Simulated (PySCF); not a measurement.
PySCF 2.14.0, TPSSH/def2-svp, df: Ga(OH)(OMe)(OEt) (CC[O][Ga]([OH])[O]C), 16 atoms. The geometry is a generated start, not checked to be a minimum at this level.

```
Item                          Result
-------------------  ---------------
task                          energy
method                         tpssh
basis                       def2-svp
two-electron scheme  density fitting
mol.max_memory               3000 MB
mf.max_cycle                     100
mf.conv_tol          1e-09 (default)
mf.grids.level           3 (default)
basis functions                  161
grid points                   193776
```

```xyz
16

Ga     0.0427     0.7954    -0.3519
O      1.0331     2.0998     0.2846
H      1.0783     2.9568    -0.1353
O     -1.0231     0.8794    -1.7534
C     -1.3572     1.9486    -2.6160
H     -0.8444     2.8865    -2.3686
H     -1.0921     1.6699    -3.6406
H     -2.4369     2.1205    -2.5570
O      0.0095    -0.7781     0.4132
C      0.6612    -1.1712     1.6152
C      0.5312    -2.6843     1.7368
H      1.7199    -0.8858     1.6001
H      0.1868    -0.6866     2.4757
H      1.0317    -3.1718     0.9053
H      0.9780    -3.0144     2.6708
H     -0.5187    -2.9648     1.7210
```

With the defaults (mf.DIIS = CDIIS, mf.diis = true, mf.diis_space = 8, mf.init_guess = minao, mf.damp = 0, mf.diis_start_cycle = 1, newton = off, mf.level_shift = 0) it converges in 14 Fock builds. One run each on 2 threads, 1 BLAS thread, with these changes:
- mf.diis_space = 12
- mf.DIIS = EDIIS
- newton = Hessian by the SCF's own integrals
- mf.level_shift = 0.3 Hartree
- mf.init_guess = atom
- mf.level_shift = 1 Hartree
- mf.diis = false
- mf.diis_space = 5
- mf.diis = false, mf.damp = 0.7, mf.diis_start_cycle = 999

Task: Which runs fail or end elsewhere than the default run?

Result: No convergence: mf.DIIS = EDIIS; mf.diis = false (the run ends without SCF convergence in 100 cycles). The rest reach the solution of the defaults.

```csv
setting,Fock builds,end
the defaults,14,same solution
mf.diis_space = 5,14,same solution
mf.init_guess = atom,14,same solution
mf.diis_space = 12,14,same solution
mf.level_shift = 0.3 Hartree,16,same solution
"mf.diis = false, mf.damp = 0.7, mf.diis_start_cycle = 999",28,same solution
newton = Hessian by the SCF's own integrals,34,same solution
mf.level_shift = 1 Hartree,35,same solution
mf.DIIS = EDIIS,101,no convergence
mf.diis = false,101,no convergence
```

Under newton the count holds the products with the orbital Hessian.
